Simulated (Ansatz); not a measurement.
# Short convergence ladders for CrGa4 (Im-3m, 5 atoms in the cell)

```xyz
5
Lattice="-2.8130 2.8130 2.8130 2.8130 -2.8130 2.8130 2.8130 2.8130 -2.8130" Properties=species:S:1:pos:R:3 pbc="T T T"
Cr     0.0000     0.0000     0.0000
Ga     1.4065     1.4065    -1.4065
Ga     1.4065    -1.4065     1.4065
Ga     1.4065     1.4065     1.4065
Ga    -1.4065     1.4065     1.4065
```

Base method: LDA (PW92), default PAW files made with PBE (plane waves; Ansatz, a quantum-chemistry and plane-wave program).

Base settings: basis.ecutwfc = 420 eV; kpoints.mp_grid.grid = 8 8 8; hamiltonian.xc = lda; hamiltonian.pseudopotentials = {kind: paw} (the program's default PAW files); scf.occupations.method = fermi_dirac; scf.occupations.width = 0.1 eV.

Core times come from one kind of shared machine, to one figure; runs under 30 s give none.

**Zone-centre phonons against the cutoff**

In this ladder: phonons.method = dfpt.

The mesh stays at the base's, so the ladder's end is converged at best in this setting alone.

Frequencies are those of the unrelaxed cell, without the LO-TO term of polar crystals.

Only quantities that move along the ladder and can be compared are tabulated.

```tsv
basis.ecutwfc	highest zone-centre frequency (cm⁻¹)	lowest optical frequency (cm⁻¹)	core time / last (rough)
210 eV	343.7	101.8	0.2
250 eV	295.5	84.8	0.2
295 eV	302.0	69.0	0.3
420 eV	317.8	73.4	0.3
630 eV	317.8	73.4	1
```

Coarsest basis.ecutwfc that holds the highest zone-centre frequency within 1 cm⁻¹ of the last step, with all finer ones: 420 eV, at about 0.3 of the last step's time; the step before is off by 16 cm⁻¹.

Coarsest basis.ecutwfc that holds the lowest optical frequency within 10 cm⁻¹ of the last step, with all finer ones: 295 eV, at about 0.3 of the last step's time; the step before is off by 11 cm⁻¹.

**Zone-centre phonons against the mesh**

In this ladder: phonons.method = dfpt.

Frequencies are those of the unrelaxed cell, without the LO-TO term of polar crystals.

Only quantities that move along the ladder and can be compared are tabulated.

```tsv
kpoints.mp_grid.grid	highest zone-centre frequency (cm⁻¹)	core time / last (rough)
2 2 2	296.1	–
3 3 3	316.4	–
4 4 4	319.2	0.03
7 7 7	318.3	0.1
12 12 12	318.0	1
```

Coarsest kpoints.mp_grid.grid that holds the highest zone-centre frequency within 1 cm⁻¹ of the last step, with all finer ones: 7 7 7, at about 0.1 of the last step's time; the step before is off by 1.2 cm⁻¹.

On the base run: the starting cell comes from a database of computed structures (which also holds hypothetical and non-ambient phases and stackings), without a prior relaxation at this level. Its lattice was rescaled by up to half a per cent. Spin polarisation is off. In the base run, with a pressure of about -5 GPa the cell is away from its equilibrium volume at this level.

Keys are those of Ansatz 0.2.
